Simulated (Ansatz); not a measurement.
Abridged Ansatz (a quantum-chemistry and plane-wave program) output:

```
Relaxation: its limit of steps is 60 (relax.max_steps)
Pseudopotential: Ca, paw, valence charge 10
Pseudopotential: H, paw, valence charge 1
Pseudopotential: O, paw, valence charge 6
Crystal: 5 atoms, lattice volume = 48.985 Å³
Basis set: ecut = 420 eV, 957 PW (Γ), exchange–correlation on 48×48×64 points (8 copies of the dense FFT grid, shifted against one another)
Bands: 17, of which v1, the nominal top of the filled ones, is band 12 counted from 1 (11 counted from 0)
Symmetry: 12 space group operations
k-points: 94 of 847
Functional: x = pbesol(κ = 0.804, μ = 0.12345679012345678), c = pbesol(β = 0.046)
SCF iter   1: F=—  HF=-2951.253581 eV  |F-HF|=—  |Δ(HF+E_count)|=         —  Δρ=1.13e-2  dr2=4.98e-2  ethr=1.77e-3  ⟨swp⟩=7.4  Hψ=10467  notcnv=0
SCF iter   2: F=—  HF=-2951.240407 eV  |F-HF|=—  |Δ(HF+E_count)|=   1.32e-2  Δρ=5.83e-3  dr2=1.10e-2  ethr=2.07e-4  ⟨swp⟩=2.0  Hψ=3414  notcnv=0  defer=94
SCF 1 converged in 7 iterations: F = -2951.237070 eV  dr2 = 1.99e-9
relax step   1: F+E_penalty+E_count = -2951.23707047 eV  Δ(F+E_penalty+E_count) = +0.000e0 eV  max|allowed force component| = 2.949e-4 eV/Å  Δτ_max = 0.0000 Å  P = +3.000 GPa  Ω = 48.985 Å³  (7 SCF iters, dr2 threshold 1.00e-7 eV, accepted)
[... steps on the carried basis left out ...]
relax step  12: F+E_penalty+E_count = -2951.15061725 eV  Δ(F+E_penalty+E_count) = +4.953e-5 eV  max|allowed force component| = 5.927e-4 eV/Å  Δτ_max = 0.0000 Å  P = +6.998 GPa  Ω = 46.140 Å³  stress off target by 2.36e-3 GPa  SCF on the basis re-selected at this cell (its energy is not comparable with the rows above)  (6 SCF iters)
SCF converged after 6 iterations
Free energy (F): -2951.150617 eV
Internal energy: -2951.150617 eV  (E = F + TS)
E sigma→0 (E₀):  -2951.150617 eV
Fermi energy:    6.882021 eV
--- Forces (eV/Å), atoms counted from 1 ---
  atom   1  Ca    -0.00000000    -0.00000000     0.00000000
  atom   2  H     -0.00000000    -0.00000000    -0.00012365
  atom   3  H      0.00000000     0.00000000     0.00012365
  atom   4  O     -0.00000000    -0.00000000     0.00059275
  atom   5  O      0.00000000     0.00000000    -0.00059275
--- Stress (GPa, compression-positive) ---
        6.997638       0.000000      -0.000000
        0.000000       6.997638       0.000000
       -0.000000       0.000000       6.997982
  P = ⅓ Tr σ = 6.9978 GPa (69.978 kbar)
--- Relaxed structure (9 steps of the walk, 7 accepted, 3 SCFs on fresh bases) ---
  cell:  # Å, volume = 46.1402 Å³
    - [3.458558657696342, -9.855182273853364e-34, -1.1521203660288927e-17]
    - [-1.729279328848171, 2.99519965804364, 5.760601830144468e-18]
    - [-1.5062285649143704e-17, 3.140525407268915e-33, 4.454083368552717]
  atoms:
    - { symbol: Ca, position: [-1.0254086441223061e-34, 8.446355471327719e-36, -2.1260845000927584e-20] }
    - { symbol: H, position: [0.6666666666666666, 0.33333333333333337, 0.5259102933343536] }
    - { symbol: H, position: [0.33333333333333337, 0.6666666666666667, 0.4740897066656464] }
    - { symbol: O, position: [0.6666666666666666, 0.33333333333333337, 0.7448292946271752] }
    - { symbol: O, position: [0.33333333333333337, 0.6666666666666667, 0.255170705372825] }
```

**Question.** What was computed, and what are the main results?

**Answer.** Ca(OH)2, 5 atoms in the cell, with PBEsol, PAW, 420 eV (Ansatz; spin-orbit coupling left out), from a series relaxed to a target (pressure 7 GPa). The last SCF converged to F = -2951.150617 eV, or -590.2301 eV per atom, at a pressure of 7.00 GPa. The total energy compares only with runs of the same code, potentials and settings.

Load acts through the strain it causes; cell and atoms are relaxed under it. Whether these cells are dynamically stable was not tested. Competing high-pressure phases were not computed. The cell was made from Ca(OH)2 (space group P-3m1, No. 164; layered) by this change: pressure 7 GPa. No dispersion term is included in the PBEsol runs.

Keys are those of Ansatz 0.2.
